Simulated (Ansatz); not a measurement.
**Pt on the 1x1 (111) surface of fcc Pd, one in a 2x2 cell, started at the site 'hollow Pd-Pd-Pd over Pd at depth 2.3 Å'**

All values below come from PBE (plane waves to 420 eV, PAW; Ansatz, a first-principles code).

Slab: 17 atoms, 6.8 Å thick at the start under the adsorbate (thin: gaps and levels are the slab's own); k 6x6x1, smearing 0.1 eV, dipole-corrected; 8 atoms held, the rest relaxed; symmetry of the start imposed; spin-polarised, no spin-orbit, no U, no dispersion correction. The starting moment vanished. At the end it is bonded to 3 Pd. In PBE this state lies 0.09 eV over the lowest of the starts that converged ('hollow Pd-Pd-Pd over Pd at depth 4.5 Å').

| Quantity | Result |
|---|---|
| adsorption energy against an atom of fcc Pt | 1.60 eV |
| work function of the top face | 4.69 eV |
| change of the work function | -0.55 eV |
| change of the step from the bottom to the top vacuum level, against the clean slab | -0.53 eV |
| energy released by relaxation | 0.51 eV |
| height of the binding atom over the mean of the host atoms within 0.3 Å of the top one | 1.958 Å |
| magnetic moment of the cell | 0.00 μB |
| nearest host atoms of the binding atom | Pd at 2.56 Å, Pd at 2.56 Å, Pd at 2.56 Å |
| largest move of a host atom | 0.04 Å |
| cost | very roughly 20 core-minutes |

A negative adsorption energy means that the adsorbate is more stable on the surface than in its reference.
